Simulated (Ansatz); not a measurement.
Reference: GaP (F-43m), PBEsol with spin-orbit coupling, rigid bands (plane waves, PAW; Ansatz, a program for electronic structure); geometry: cell and atoms relaxed with PBEsol.

```
CELL_PARAMETERS angstrom
      0.00000     2.71922     2.71922
      2.71922     0.00000     2.71922
      2.71922     2.71922     0.00000
ATOMIC_POSITIONS crystal
  Ga 0.00000 0.00000 0.00000
  P  0.25000 0.25000 0.25000
```

The band gap is 1.43 eV, the electron conductivity mass comes out as 0.35 mₑ and the hole conductivity mass is 0.48 mₑ. The Seebeck coefficient, n-type 1e19 cm⁻³ comes out as -332 μV/K.

Q: Swap Ga for Al, keeping the structure type. How do these values move?

A: AlP (F-43m): volume per atom 20.1 to 20.5 Å³; band gap stays about the same (1.43 eV to 1.43 eV); electron conductivity mass falls (0.35 mₑ to 0.33 mₑ); hole conductivity mass rises (0.48 mₑ to 0.68 mₑ); Seebeck coefficient, n-type 1e19 cm⁻³ falls in size (-332 μV/K to -263 μV/K).

Q: Replace Ga by B on the same sites and relax. What happens?

A: BP (F-43m): volume per atom 20.1 to 11.5 Å³; band gap falls (1.43 eV to 1.10 eV); electron conductivity mass falls (0.35 mₑ to 0.33 mₑ); hole conductivity mass falls (0.48 mₑ to 0.42 mₑ); Seebeck coefficient, n-type 1e19 cm⁻³ stays about the same (-332 μV/K to -336 μV/K).

Q: Replace Ga by In on the same sites and relax. What happens?

A: InP (F-43m): volume per atom 20.1 to 25.4 Å³; band gap falls (1.43 eV to 0.54 eV); electron conductivity mass falls (0.35 mₑ to 0.056 mₑ); hole conductivity mass rises (0.48 mₑ to 0.56 mₑ); Seebeck coefficient, n-type 1e19 cm⁻³ falls in size (-332 μV/K to -44 μV/K).

Moves up to 5 % count as about the same. Masses are for dilute carriers at 300 K, harmonic means over directions unless an axis is named. Seebeck coefficients are for the stated density at 300 K, with one relaxation time for all states and whether or not that doping can be reached.
